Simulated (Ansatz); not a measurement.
Electronic density of states of amorphous Si39O54C12, density 2.30 g/cm³, on a 2×2×2 Γ-centred mesh with a Gaussian width of 0.1 eV; energies count from the Fermi level, whose place inside the gap is arbitrary. Cell and mesh are small, so fine structure isn't converged. All values below come from PBE, scalar-relativistic without spin-orbit coupling (plane waves to 420 eV, PAW; Ansatz, a quantum-chemistry and plane-wave program). Sampling: a 2×2×2 Γ-centred mesh; Fermi-Dirac width 0.02 eV; no spin polarisation. At PBE the levels at both edges of the gap are localised (band-tail or defect states), and the nearest spread-out levels lie 2.9 eV apart at the zone centre.

A CHGNet melt-quench gave the starting glass, which DFT then relaxed. O atoms were pushed apart under 1.9 Å during the dynamics, to hinder bonds among them. The hot cell started wider than the set density and was brought back towards it in steps. It is the lowest in DFT energy of 4 quenches. It is a model cell: composition and starting density were chosen by hand, and all elements were melted together. No dispersion term was used. Its density started from a set value of 2.32 and ended at 2.30 g/cm³. Cooling (nominally 400 K/ps over its main leg) ran many orders faster than in experiment, which tends to leave more defects and strain. Values belong to this one cell and scatter from quench to quench. Volume and shape were free in the relaxation.

(E - EF (eV), states/(eV atom)): (-12.00, 0.12); (-11.90, 0.14); (-11.80, 0.16); (-11.70, 0.19); (-11.60, 0.22); (-11.50, 0.21); (-11.40, 0.20); (-11.30, 0.18); (-11.20, 0.19); (-11.10, 0.23); (-11.00, 0.24); (-10.90, 0.20); (-10.80, 0.17); (-10.70, 0.18); (-10.60, 0.21); (-10.50, 0.21); (-10.40, 0.19); (-10.30, 0.23); (-10.20, 0.23); (-10.10, 0.19); (-10.00, 0.19); (-9.90, 0.22); (-9.80, 0.25); (-9.70, 0.24); (-9.60, 0.22); (-9.50, 0.24); (-9.40, 0.25); (-9.30, 0.22); (-9.20, 0.25); (-9.10, 0.31); (-9.00, 0.37); (-8.90, 0.37); (-8.80, 0.37); (-8.70, 0.36); (-8.60, 0.33); (-8.50, 0.44); (-8.40, 0.44); (-8.30, 0.38); (-8.20, 0.38); (-8.10, 0.33); (-8.00, 0.28); (-7.90, 0.23); (-7.80, 0.27); (-7.70, 0.32); (-7.60, 0.34); (-7.50, 0.39); (-7.40, 0.36); (-7.30, 0.27); (-7.20, 0.30); (-7.10, 0.35); (-7.00, 0.36); (-6.90, 0.37); (-6.80, 0.37); (-6.70, 0.40); (-6.60, 0.45); (-6.50, 0.43); (-6.40, 0.44); (-6.30, 0.53); (-6.20, 0.57); (-6.10, 0.57); (-6.00, 0.61); (-5.90, 0.66); (-5.80, 0.66); (-5.70, 0.64); (-5.60, 0.64); (-5.50, 0.69); (-5.40, 0.73); (-5.30, 0.74); (-5.20, 0.72); (-5.10, 0.70); (-5.00, 0.72); (-4.90, 0.73); (-4.80, 0.70); (-4.70, 0.67); (-4.60, 0.67); (-4.50, 0.69); (-4.40, 0.67); (-4.30, 0.63); (-4.20, 0.58); (-4.10, 0.61); (-4.00, 0.66); (-3.90, 0.62); (-3.80, 0.50); (-3.70, 0.40); (-3.60, 0.31); (-3.50, 0.30); (-3.40, 0.30); (-3.30, 0.24); (-3.20, 0.23); (-3.10, 0.24); (-3.00, 0.21); (-2.90, 0.23); (-2.80, 0.26); (-2.70, 0.23); (-2.60, 0.20); (-2.50, 0.14); (-2.40, 0.08); (-2.30, 0.02); (-2.20, 0.07); (-2.10, 0.16); (-2.00, 0.14); (-1.90, 0.14); (-1.80, 0.17); (-1.70, 0.13); (-1.60, 0.10); (-1.50, 0.03); (-1.40, 0.00); (-1.30, 0.02); (-1.20, 0.09); (-1.10, 0.17); (-1.00, 0.19); (-0.90, 0.09); (-0.80, 0.01); (-0.70, 0.00); (-0.60, 0.02); (-0.50, 0.08); (-0.40, 0.08); (-0.30, 0.01); (-0.20, 0.00); (-0.10, 0.00); (0.00, 0.00); (0.10, 0.00); (0.20, 0.00); (0.30, 0.01); (0.40, 0.08); (0.50, 0.08); (0.60, 0.02); (0.70, 0.03); (0.80, 0.09); (0.90, 0.07); (1.00, 0.06); (1.10, 0.13); (1.20, 0.16); (1.30, 0.14); (1.40, 0.11); (1.50, 0.14); (1.60, 0.17); (1.70, 0.11); (1.80, 0.09); (1.90, 0.11); (2.00, 0.15); (2.10, 0.16); (2.20, 0.19); (2.30, 0.26); (2.40, 0.26); (2.50, 0.26); (2.60, 0.20); (2.70, 0.17); (2.80, 0.22); (2.90, 0.25); (3.00, 0.25); (3.10, 0.28); (3.20, 0.25); (3.30, 0.23); (3.40, 0.29); (3.50, 0.29); (3.60, 0.28); (3.70, 0.28); (3.80, 0.28); (3.90, 0.27); (4.00, 0.28); (4.10, 0.26); (4.20, 0.27)

The gap between localised states on this mesh is 0.89 eV; the broadening fills part of it in the curve.
